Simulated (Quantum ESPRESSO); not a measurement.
Quantum ESPRESSO run on LaB6 (Pm-3m, 7 atoms in the cell): self-consistent single point.

Level of theory: PBE, GBRV 1.5 ultrasoft (PBE) pseudopotentials (plane waves; Quantum ESPRESSO).

```
CELL_PARAMETERS angstrom
      4.18625     0.00000     0.00000
      0.00000     4.18625     0.00000
      0.00000     0.00000     4.18625
ATOMIC_POSITIONS crystal
  La 0.00000 0.00000 0.00000
  B  0.80012 0.50000 0.50000
  B  0.19988 0.50000 0.50000
  B  0.50000 0.80012 0.50000
  B  0.50000 0.19988 0.50000
  B  0.50000 0.50000 0.80012
  B  0.50000 0.50000 0.19988
```

Reference input (self-consistent single point, DFT, PBE, plane waves, GBRV 1.5 ultrasoft (PBE) pseudopotentials): ecutwfc = 40 Ry; ecutrho = 200 Ry; occupations = smearing; smearing = gauss; degauss = 0.0099958 Ry; potentials = {La: la_pbe_v1.uspp.F.UPF, B: b_pbe_v1.4.uspp.F.UPF}; K_POINTS = automatic 7 7 7 0 0 0; conv_thr = 1e-11 Ry. This run's input differs from it in these lines:

```diff
@@ -34,3 +34,3 @@
 K_POINTS automatic
-7 7 7  0 0 0
+5 5 5  0 0 0
```

Output, abridged:

```
     Self-consistent Calculation

     iteration #  1     ecut=    40.00 Ry     beta= 0.70

---- Real-time Memory Report at c_bands before calling an iterative solver
           253 MiB given to the printing process from OS
            33 MiB allocation reported by mallinfo(arena+hblkhd)
------------------

     negative rho (up, down):  6.746E-02 0.000E+00

     total energy              =    -140.88042829 Ry
     estimated scf accuracy    <       0.82382843 Ry

     iteration #  2     ecut=    40.00 Ry     beta= 0.70

---- Real-time Memory Report at c_bands before calling an iterative solver
   [... lines left out ...]
           284 MiB given to the printing process from OS
            63 MiB allocation reported by mallinfo(arena+hblkhd)
------------------

     negative rho (up, down):  4.197E-02 0.000E+00

     total energy              =    -141.21349357 Ry
     estimated scf accuracy    <          2.5E-11 Ry

     iteration # 16     ecut=    40.00 Ry     beta= 0.70

---- Real-time Memory Report at c_bands before calling an iterative solver
           284 MiB given to the printing process from OS
            63 MiB allocation reported by mallinfo(arena+hblkhd)
------------------

     negative rho (up, down):  4.197E-02 0.000E+00
     End of self-consistent calculation

     the Fermi energy is    11.8960 ev

!    total energy              =    -141.21349357 Ry
     estimated scf accuracy    <          4.3E-13 Ry
     smearing contrib. (-TS)   =      -0.00157312 Ry
     internal energy E=F+TS    =    -141.21192045 Ry

     convergence has been achieved in  16 iterations

     negative rho (up, down):  4.197E-02 0.000E+00

     Forces acting on atoms (cartesian axes, Ry/au):

     atom    1 type  1   force =     0.00000000    0.00000000    0.00000000
     atom    2 type  2   force =    -0.00261939   -0.00000000    0.00000000
     atom    3 type  2   force =     0.00261939    0.00000000   -0.00000000
     atom    4 type  2   force =     0.00000000   -0.00261939    0.00000000
     atom    5 type  2   force =     0.00000000    0.00261939   -0.00000000
   [... lines left out ...]
     Total force =     0.006416     Total SCF correction =     0.000001
   [... lines left out ...]

     negative rho (up, down):  4.197E-02 0.000E+00
          total   stress  (Ry/bohr**3)                   (kbar)     P=      -40.18
  -0.00027313   0.00000000   0.00000000          -40.18        0.00        0.00
   0.00000000  -0.00027313   0.00000000            0.00      -40.18        0.00
   0.00000000   0.00000000  -0.00027313            0.00        0.00      -40.18

   JOB DONE.
```

The run converged in 16 iterations. Against the reference run the free energy is nearly the same (within 1 meV/atom), the pressure hardly changes (-3.96 to -4.02 GPa) and the largest force goes from 0.058 to 0.067 eV/Å.

The starting cell comes from a database of computed structures (which also holds hypothetical and non-ambient phases and stackings), without a prior relaxation at this level. Its lattice was rescaled by a random factor within 2.5 % of one. With a pressure of about -4 GPa the cell is away from its equilibrium volume at this level.
